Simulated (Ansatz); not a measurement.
SnO (P4/nmm, No. 129, 8 atoms in the cell; start mp-545820), treated with r²SCAN+rVV10 (plane waves, PAW; Ansatz, an electronic-structure program).

Run with plane-wave cutoff 560 eV, 10×10×4 k mesh (along the axes of the cell as run), Fermi–Dirac smearing 0.01 eV, scalar-relativistic PAW data made under PBE.

Cell (relaxed at this level):

```yaml
crystal:
  lattice:
    - [2.68255, -2.68255, 0.00000]
    - [2.68255, 2.68255, 0.00000]
    - [0.00000, 0.00000, 9.53678]
  atoms:
    - { symbol: Sn, position: [0.74999, 0.25001, 0.87017] }
    - { symbol: Sn, position: [0.25001, 0.74999, 0.12983] }
    - { symbol: Sn, position: [0.75001, 0.24999, 0.37017] }
    - { symbol: Sn, position: [0.24999, 0.75001, 0.62983] }
    - { symbol: O, position: [0.25001, 0.24999, 0.25000] }
    - { symbol: O, position: [0.74999, 0.75001, 0.75000] }
    - { symbol: O, position: [0.24999, 0.25001, 0.75000] }
    - { symbol: O, position: [0.75001, 0.74999, 0.25000] }
```

Problem. What does this level give for the band gap, smallest direct gap on the k points sampled and direct gap at Γ?

Solution. 
- band gap: 0.02 eV (under three smearing widths, so not firm)
- smallest direct gap on the k points sampled: 1.75 eV
- direct gap at Γ: 1.97 eV

Note: the relaxation could not lower the start's symmetry, so the cell can be a saddle point above a distorted one.

Spin–orbit coupling is not included; it can close the smallest gap of 0.02 eV.

A start named mp-… is a Materials Project structure, which need not be a measured phase.
